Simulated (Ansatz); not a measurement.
The cell is made up: elements placed on another compound's structure type, so the phase may be hypothetical.

Inside the gap of an insulator the Bloch states are evanescent, with a wavenumber k + iκ along the transport direction.

Data:

```yaml
crystal:
  lattice:
    - [6.98238, 0.00000, 0.00000]
    - [0.00000, 9.87458, 0.00000]
    - [0.00000, 4.93729, 4.93729]
  atoms:
    - { symbol: Al, position: [0.50000, 0.75000, 0.25000] }
    - { symbol: Al, position: [0.00000, 0.50000, 0.75000] }
    - { symbol: Al, position: [0.00000, 0.50000, 0.25000] }
    - { symbol: Al, position: [0.50000, 0.25000, 0.75000] }
    - { symbol: Al, position: [0.25000, 0.00000, 0.50000] }
    - { symbol: Al, position: [0.75000, 0.00000, 0.50000] }
    - { symbol: As, position: [0.00000, 0.75000, 0.75000] }
    - { symbol: As, position: [0.50000, 0.00000, 0.25000] }
    - { symbol: As, position: [0.50000, 0.00000, 0.75000] }
    - { symbol: As, position: [0.00000, 0.25000, 0.25000] }
    - { symbol: As, position: [0.25000, 0.50000, 0.50000] }
    - { symbol: As, position: [0.75000, 0.50000, 0.50000] }
```

Space group of this cell: Pm-3n. The cell was relaxed by PBE-D3(BJ).

Transport runs along the normal of the first two printed cell vectors.

No gap correction and no spin-orbit coupling; mid-gap values are interpolated between computed energies.

Give the band gap and the smallest decay constant κ at mid-gap that Ansatz (a first-principles code) with PBEsol yields.

Gap 1.22 eV on a 6×6×6 mesh; κ = 0.109 1/Å, at the zone centre.
